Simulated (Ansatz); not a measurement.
**TaN (P-62m, No. 189)**

These are r²SCAN-D4 (Ansatz, a program for electronic structure, plane waves, PAW) values and carry that method's errors.

Run with plane-wave cutoff 500 eV, 12×12×14 k mesh (along the axes of the cell as run), Fermi–Dirac smearing 0.05 eV, scalar-relativistic PAW data made under PBE.

Cell: relaxed at this level.

| Property | Result |
|---|---|
| equilibrium volume per atom | 11.30 Å³/atom |
| lattice parameter a | 5.194 Å |
| lattice parameter c | 2.903 Å |
| band gap | zero (no gap) |

Spin–orbit coupling is not included.

Cost on a shared machine: around 2.6 core-minutes (rough).
